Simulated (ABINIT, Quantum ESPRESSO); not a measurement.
A Quantum ESPRESSO input for a self-consistent single point of TiSi2 (Fddd, 6 atoms in the cell) (DFT, PBE, plane waves, SSSP 1.1.2 efficiency (PBE) pseudopotentials):

```fortran
&control
    calculation = 'scf'
    prefix = 'pwscf'
    outdir = './work'
    pseudo_dir = './'
    tprnfor = .true.
    tstress = .true.
/
&system
    ibrav = 10
    celldm(1) = 9.0933545528
    celldm(2) = 1.723162695896
    celldm(3) = 1.784005639240
    nat = 6
    ntyp = 2
    ecutwfc = 50
    ecutrho = 400
    occupations = 'smearing'
    smearing = 'gauss'
    degauss = 0.019992
/
&electrons
    conv_thr = 1.0d-10
    mixing_beta = 0.7
/
ATOMIC_SPECIES
Ti    47.8670  ti_pbe_v1.4.uspp.F.UPF
Si    28.0850  Si.pbe-n-rrkjus_psl.1.0.0.UPF
ATOMIC_POSITIONS angstrom
Ti   -2.4059980000    4.1459260000   -4.2923140000
Ti   -3.6089970000    6.2188890000   -6.4384710000
Si   -2.4059980000    6.9438456204   -4.2923140000
Si   -2.4059980000    1.3480063796   -4.2923140000
Si   -1.2029990000    3.4209693796   -2.1461570000
Si   -1.2029990000    0.7249566204   -2.1461570000
K_POINTS automatic
7 7 7  0 0 0
```

Problem. Translate this input to ABINIT.

Solution. One input that does it (others would too):

```
# TiSi2, PseudoDojo nc-sr-05 PBE standard
pp_dirpath "./"
pseudos "Ti.upf, Si.upf"
acell 11.2771948717 9.2986788251 9.0583798106
rprim
         0.0000000000    0.6947352389    0.7192655614
         0.4889594922    0.0000000000    0.8723064914
         0.5019305186    0.8649079457    0.0000000000
natom 6
ntypat 2
znucl 22 14
typat 1 1 2 2 2 2
xred
         0.5000000000    0.5000000000    0.5000000000
         0.7500000000    0.7500000000    0.7500000000
         0.8374300000    0.1625700000    0.8374300000
         0.1625700000    0.8374300000    0.1625700000
         0.4125700000    0.0874300000    0.4125700000
         0.0874300000    0.4125700000    0.0874300000
ecut 42
ixc 11
occopt 7
tsmear 0.00999582
nband 27
kptopt 1
ngkpt 7 7 7
nshiftk 1
shiftk 0 0 0
nstep 80
tolvrs 1.0e-10
prtwf 0
prtden 0
```

Basis, cutoffs, solver keys and any potentials are the target program's own. This input uses DFT, PBE, plane waves, norm-conserving pseudopotentials (PseudoDojo nc-sr-05 PBE standard). Both were run: pressure -0.84 GPa in Quantum ESPRESSO and -0.87 in ABINIT; largest force 0.003 eV/Å in Quantum ESPRESSO and 0.001 in ABINIT.

On ABINIT: the starting cell comes from a database of computed structures (which also holds hypothetical and non-ambient phases and stackings), without a prior relaxation at this level. Its lattice was rescaled by a random factor within 2.5 % of one. Spin polarisation is off.

On Quantum ESPRESSO: the starting cell comes from a database of computed structures (which also holds hypothetical and non-ambient phases and stackings), without a prior relaxation at this level. Its lattice was rescaled by a random factor within 2.5 % of one. Spin polarisation is off.
